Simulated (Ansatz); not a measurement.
The parent structure is SiO$_{2}$ in the rutile structure (space group P4_2/mnm, No. 136; a = 4.195 Å, c = 2.678 Å).

Structures relaxed with PBEsol in Ansatz (plane waves to 420 eV, PAW, no SOC).

Base:

Simulated powder pattern, Cu Kα1, λ = 1.54056 Å (kinematic, ideal powder, no thermal factors, no anomalous dispersion; the 8 strongest lines at most, above 2 %, up to 2θ = 90°):

```csv
2θ (°),I/Imax (%),hkl
30.11,100,(110)
39.90,25,(101)
45.60,41,(111)
48.49,15,(210)
60.17,61,(211)
62.59,20,(220)
76.85,28,(301)
78.26,11,(112)
```

The change: the cell is scaled by 1.0240 in all directions, atoms relaxed at fixed cell.

Q: How do the reflections move or split?

A: 
Simulated powder pattern, Cu Kα1, λ = 1.54056 Å (kinematic, ideal powder, no thermal factors, no anomalous dispersion; the 8 strongest lines at most, above 2 %, up to 2θ = 90°):

```tsv
2θ (°)	d (Å)	I/Imax (%)	hkl
29.38	3.037	100	(110)
38.93	2.312	23	(101)
44.47	2.036	40	(111)
47.28	1.921	17	(210)
58.62	1.573	61	(211)
60.96	1.519	20	(220)
74.73	1.269	29	(301)
76.09	1.250	11	(112)
```

The indices refer to the base's conventional cell; one index is shown for lines that coincide.

The cells carry an imposed strain or load. Stability against distortions was not tested.

Ansatz is a first-principles code.
